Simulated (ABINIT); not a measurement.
Band structure of Sc (Fm-3m, 1 atom in the cell).

```
CELL_PARAMETERS angstrom
      0.00000     2.26000     2.26000
      2.26000     0.00000     2.26000
      2.26000     2.26000     0.00000
ATOMIC_POSITIONS crystal
  Sc 0.00000 0.00000 0.00000
```

Method of the run: PBEsol, PAW (JTH v2.0 PBE PAW, files made for PBE) (plane waves; ABINIT).

Settings: pseudos = [Sc.GGA_PBE-JTH.xml]; ecut = 30 Ha; pawecutdg = 60 Ha; pawxcdev = 0; ixc = -116133; occopt = 7; tsmear = 0.1 eV; ngkpt = 9 9 9; nshiftk = 1; shiftk = 0 0 0; potentials = JTH v2.0 PBE PAW; kptopt = 1; nstep = 100.

The starting cell comes from a database of published, mostly measured structures (it also holds non-ambient and calculated ones), without a prior relaxation at this level. The potentials were made for another functional than the one used.

Levels in eV from the Fermi level, bands 2 to 9:
```tsv
point	2	3	4	5	6	7	8	9
Γ	-27.54	-27.54	-27.54	-5.34	1.64	1.64	1.64	3.14
X	-28.01	-27.72	-27.72	-1.70	-0.76	2.12	4.12	4.39
W	-27.87	-27.87	-27.73	-0.77	0.20	0.20	2.62	4.39
K	-27.93	-27.83	-27.68	-0.93	-0.49	0.93	3.14	4.00
L	-28.04	-27.61	-27.61	-1.88	0.33	1.51	1.51	4.13
U	-27.93	-27.83	-27.68	-0.93	-0.49	0.93	3.14	4.00
```

Bands cross the Fermi level along this path, so the cell is metallic at this level.
